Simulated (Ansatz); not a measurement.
Worked example: self-consistent single point of AlH₃ (R3, 8 atoms in the cell) in Ansatz (a quantum-chemistry and plane-wave program).

Level of theory: LDA (PW92), default PAW files made with PBE (plane waves; Ansatz).

The change in words: 1 x 1 x 1 supercell, one Al atom moved by 0.02 angstrom along z; scf.occupations.method: fixed → fermi_dirac; scf.occupations.width: default → 0.05 eV. Reference geometry:
```
CELL_PARAMETERS angstrom
      2.21472     1.27867     3.92305
     -2.21472     1.27867     3.92305
      0.00000    -2.55734     3.92305
ATOMIC_POSITIONS crystal
  Al 0.00000 0.00000 0.00000
  Al 0.50000 0.50000 0.50000
  H  0.88262 0.25000 0.61738
  H  0.11738 0.75000 0.38262
  H  0.61738 0.88262 0.25000
  H  0.38262 0.11738 0.75000
  H  0.25000 0.61738 0.88262
  H  0.75000 0.38262 0.11738
```

Reference input (self-consistent single point, DFT, LDA (PW92), plane waves, default PAW files made with PBE): basis.ecutwfc = 420 eV; kpoints.mp_grid.grid = 7 7 7; hamiltonian.xc = lda; hamiltonian.pseudopotentials = {kind: paw} (the program's default PAW files); scf.occupations.method = fixed. This run's input differs from it in these lines:

```diff
@@ -8,3 +8,3 @@
     - { symbol: Al, position_ang: [0.000000, 0.000000, 0.000000] }
-    - { symbol: Al, position_ang: [0.000000, 0.000001, 5.884572] }
+    - { symbol: Al, position_ang: [0.000000, 0.000001, 5.904568] }
     - { symbol: H, position_ang: [1.401075, -0.130603, 6.865334] }
@@ -26,3 +26,4 @@
   occupations:
-    method: fixed
+    method: fermi_dirac
+    width: 0.05 eV
 output:
```

Output (repeated stretches shortened):

```
SCF iter   1: F=—  HF=-1119.673867 eV  |F-HF|=—  |Δ(HF+E_count)|=         —  Δρ=1.26e-2  dr2=7.07e-2  ethr=1.77e-3  ⟨swp⟩=5.9  Hψ=5476  notcnv=0  defer=30
all-band conjugate gradients solve this SCF's bands
preconditioner: auto → none
SCF iter   2: F=—  HF=-1119.649268 eV  |F-HF|=—  |Δ(HF+E_count)|=   2.46e-2  Δρ=4.11e-3  dr2=7.48e-3  ethr=5.89e-4  ⟨swp⟩=1.7  Hψ=1366  notcnv=0  defer=77
   [... lines left out ...]
SCF iter   4: F=—  HF=-1119.646485 eV  |F-HF|=—  |Δ(HF+E_count)|=   1.69e-6  Δρ=2.97e-5  dr2=3.25e-7  ethr=1.87e-7  ⟨swp⟩=2.0  Hψ=1062  notcnv=0  defer=135
iter 5 did not close the SCF: its close was put off for the readings that it lacked (scf_convergence_deferred on its scf_iter line)
SCF iter   5: F=-1119.646485 eV  HF=-1119.646485 eV  |F-HF|=6.95e-9  |Δ(HF+E_count)|=   5.57e-8  Δρ=3.89e-6  dr2=1.39e-8  ethr=2.71e-9  ⟨swp⟩=2.0  Hψ=1063  notcnv=0  defer=135
SCF iter   6: F=-1119.646485 eV  HF=-1119.646485 eV  |F-HF|=4.93e-9  |Δ(HF+E_count)|=  2.41e-11  Δρ=1.89e-6  dr2=6.12e-9  ethr=1.16e-10  ⟨swp⟩=6.4  Hψ=4329  notcnv=0
SCF 1 converged in 6 iterations: F = -1119.646485 eV  dr2 = 6.12e-9
Free energy (F): -1119.646485 eV
Internal energy: -1119.646485 eV  (E = F + TS)
E sigma→0 (E₀):  -1119.646485 eV
Fermi energy:    2.233430 eV
--- Forces (eV/Å), atoms counted from 1 ---
  atom   1  Al     0.00000000     0.00000000     0.09041473
  atom   2  Al     0.00000000    -0.00000001    -0.25611579
  atom   3  H      0.07396227     0.04869937     0.02807406
  atom   4  H      0.01258188    -0.05242991     0.02716012
  atom   5  H     -0.07915602     0.03970352     0.02807406
  atom   6  H      0.03911470     0.03711119     0.02716012
  atom   7  H      0.00519376    -0.08840288     0.02807406
  atom   8  H     -0.05169658     0.01531873     0.02716012
--- Stress (GPa, compression-positive) ---
       -1.129809       0.000000      -0.000000
       -0.000000      -1.129809      -0.000000
       -0.000000      -0.000000      -1.328224
  P = ⅓ Tr σ = -1.1959 GPa (-11.959 kbar)
  The stress holds the Pulay correction. Without it, at fixed plane waves, as pw.x and ABINIT print it: P = -1.3857 GPa
```

The run converged in 6 iterations. Against the reference run the free energy stays essentially unchanged (within 1 meV/atom), the pressure hardly changes (-1.21 to -1.20 GPa), the largest force goes from 0.058 to 0.256 eV/Å and the gap on the mesh stays at 2.050 eV.

The starting cell comes from a database of computed structures (which also holds hypothetical and non-ambient phases and stackings), without a prior relaxation at this level. Its lattice was rescaled by up to half a per cent. For this run, on top of that: 1 x 1 x 1 supercell, one Al atom moved by 0.02 angstrom along z. Ansatz's pressure includes its estimate of the finite-basis (Pulay) stress.

Keys are those of Ansatz 0.2.
